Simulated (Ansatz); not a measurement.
Consider SnO2 in the rutile structure (space group P4_2/mnm, No. 136; a = 4.828 Å, c = 3.238 Å).

Structures relaxed with Ansatz (an electronic-structure program), PBE, PAW, cutoff 420 eV, no SOC.

Base:

Simulated powder pattern, Cu Kα1, λ = 1.54056 Å (kinematic, ideal powder, no thermal factors, no anomalous dispersion; the 8 strongest lines at most, above 2 %, up to 2θ = 90°):

| 2θ (°) | I/Imax (%) | hkl |
|---|---|---|
| 26.08 | 100 | (110) |
| 33.29 | 80 | (101) |
| 37.22 | 23 | (200) |
| 50.78 | 67 | (211) |
| 53.65 | 16 | (220) |
| 60.61 | 15 | (310) |
| 63.55 | 15 | (112) |
| 64.62 | 20 | (301) |

After one change:

Simulated powder pattern, Cu Kα1, λ = 1.54056 Å (kinematic, ideal powder, no thermal factors, no anomalous dispersion; the 8 strongest lines at most, above 2 %, up to 2θ = 90°):

```tsv
2θ (°)	I/Imax (%)
26.90	100
33.93	83
38.40	23
52.16	66
55.44	16
62.67	15
64.71	16
66.61	19
```

Question: Which change produced these results?
A. pressure 15 GPa
B. pressure 30 GPa
C. pressure −1 GPa
D. pressure 2.1 GPa

Answer: A, pressure 15 GPa. Its volume per atom is 11.69 Å³ against 12.58 Å³, and its space group is P4_2/mnm (No. 136).

Load acts through the strain it causes; cell and atoms are relaxed under it. Whether these cells are dynamically stable was not tested. Competing high-pressure phases were not computed.
